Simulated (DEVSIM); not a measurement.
System: abrupt Si p-n junction, at 300 K.

```
layer (left to right)  material  thickness (μm)  Nd (cm⁻³)  Na (cm⁻³)   τn (s)   τp (s)
---------------------  --------  --------------  ---------  ---------  -------  -------
1                            Si           0.520          -     3.3e18  0.00079  0.00079
2                            Si            29.0     8.4e16          -  0.00079  0.00079
```

Left contact: ohmic. Right contact: ohmic. Voltage is applied to the left contact. Recombination: SRH at mid-gap, radiative. Mobility is constant in doping.

This is a model device: material constants are rounded textbook-type values typed into the input, and sizes, dopings and lifetimes were drawn at random. Values at 300 K.

| parameter | Si |
|---|---|
| gap (eV) | 1.124 |
| affinity (eV) | 4.05 |
| permittivity | 11.7 |
| Nc (cm⁻³) | 2.86e19 |
| Nv (cm⁻³) | 3.1e19 |
| μn (cm²/Vs) | 1417 |
| μp (cm²/Vs) | 470 |
| B (cm³/s) | 4.7e-15 |

Model (solved in DEVSIM): 1D drift-diffusion, Boltzmann statistics, complete ionisation; no tunnelling, impact ionisation, image-force lowering or self-heating.

Tabulate band edges, carrier densities and field at zero bias.

Energies count from the Fermi level of the right contact; mesh points crowd at the junctions.

| x (μm) | Ec (eV) | Ev (eV) | n (cm⁻³) | p (cm⁻³) | field (V/cm) |
|---|---|---|---|---|---|
| 0.000 | 1.066 | -0.058 | < 1e2 | 3.3e18 | ≈ 0 |
| 0.02705 | 1.066 | -0.058 | < 1e2 | 3.3e18 | ≈ 0 |
| 0.08572 | 1.066 | -0.058 | < 1e2 | 3.3e18 | ≈ 0 |
| 0.2001 | 1.066 | -0.058 | < 1e2 | 3.3e18 | ≈ 0 |
| 0.4046 | 1.066 | -0.058 | < 1e2 | 3.3e18 | ≈ 0 |
| 0.4762 | 1.066 | -0.058 | < 1e2 | 3.3e18 | ≈ 0 |
| 0.5130 | 1.063 | -0.061 | < 1e2 | 2.9e18 | -14000 |
| 0.5481 | 0.651 | -0.473 | 3.4e8 | 3.5e11 | -110000 |
| 0.6091 | 0.215 | -0.909 | 7.0e15 | 17000 | -33000 |
| 0.7413 | 0.151 | -0.973 | 8.4e16 | 1400 | ≈ 0 |
| 1.050 | 0.151 | -0.973 | 8.4e16 | 1400 | ≈ 0 |
| 2.095 | 0.151 | -0.973 | 8.4e16 | 1400 | ≈ 0 |
| 3.965 | 0.151 | -0.973 | 8.4e16 | 1400 | ≈ 0 |
| 8.021 | 0.151 | -0.973 | 8.4e16 | 1400 | ≈ 0 |
| 19.48 | 0.151 | -0.973 | 8.4e16 | 1400 | ≈ 0 |
| 25.09 | 0.151 | -0.973 | 8.4e16 | 1400 | ≈ 0 |
| 27.49 | 0.151 | -0.973 | 8.4e16 | 1400 | ≈ 0 |
| 28.64 | 0.151 | -0.973 | 8.4e16 | 1400 | ≈ 0 |
| 29.22 | 0.151 | -0.973 | 8.4e16 | 1400 | ≈ 0 |
| 29.40 | 0.151 | -0.973 | 8.4e16 | 1400 | ≈ 0 |
| 29.48 | 0.151 | -0.973 | 8.4e16 | 1400 | ≈ 0 |
| 29.52 | 0.151 | -0.973 | 8.4e16 | 1400 | ≈ 0 |
